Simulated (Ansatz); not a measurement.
ScAl3N4 (model structure, P-6m2, No. 187, 8 atoms in the cell) was calculated with PBEsol (PAW; Ansatz, a program for electronic structure).

Settings: plane-wave cutoff 520 eV, 12×12×4 k mesh (along the axes of the cell as run), Fermi–Dirac smearing 0.01 eV, scalar-relativistic PAW data made under PBE.

Cell (relaxed with PBEsol):

```xyz
8
Lattice="3.4358 0.0000 0.0000 -1.7179 2.9755 0.0000 0.0000 0.0000 8.3651" Properties=species:S:1:pos:R:3 pbc="T T T"
Al     0.0000     0.0000     0.0836
Al     0.0000     1.9837     2.0957
N      0.0000     0.0000     2.0956
N      0.0000     1.9837     4.0846
Al     0.0000     0.0000     4.1077
Sc     0.0000     1.9837     6.2782
N      0.0000     0.0000     6.2782
N      0.0000     1.9837     0.1067
```

**Question.** What does this level give for the band gap and smallest direct gap on the k points sampled?

**Answer.** 
* **band gap**: 2.59 eV (indirect)
* **smallest direct gap on the k points sampled**: 2.81 eV

Note: the relaxation could raise the start's symmetry but not lower it, so the cell can be a saddle point.

The computed numbers hold no vibrational or temperature effects.

A model structure was made by putting elements into a prototype or built by hand; it is no filed structure, need not be a known phase, and can be a saddle point held by its symmetry.
